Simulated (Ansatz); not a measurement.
A constructed model of the (111) surface of germanium, (√3x√3)R30° Sn adatom at H3 (bottom of the slab: 3 H on 3 bottom sites)

These are PBE (plane waves to 420 eV, PAW; Ansatz, a quantum-chemistry and plane-wave program) values and carry that method's errors.

Model: 28-atom slab, 13.7 Å thick at the start with caps and adatoms (thin: gaps and levels are the slab's own), 5x5x1 mesh, Fermi-Dirac 0.025 eV, dipole correction, 6 atoms held, the rest relaxed; held to the start's symmetry, so lower structures may exist; spin-polarised, no spin-orbit, no U. The slab shows no gap on its mesh. The starting moment vanished. In PBE it lies 0.11 eV a 1x1 cell over the lowest computed structure of the same composition ((√3x√3)R30° Sn adatom at T4).

```
Quantity                                         Value
-----------------------------  -----------------------
work function of the top face                  4.02 eV
energy released by relaxation                  0.38 eV
cost                           roughly 40 core-minutes
```
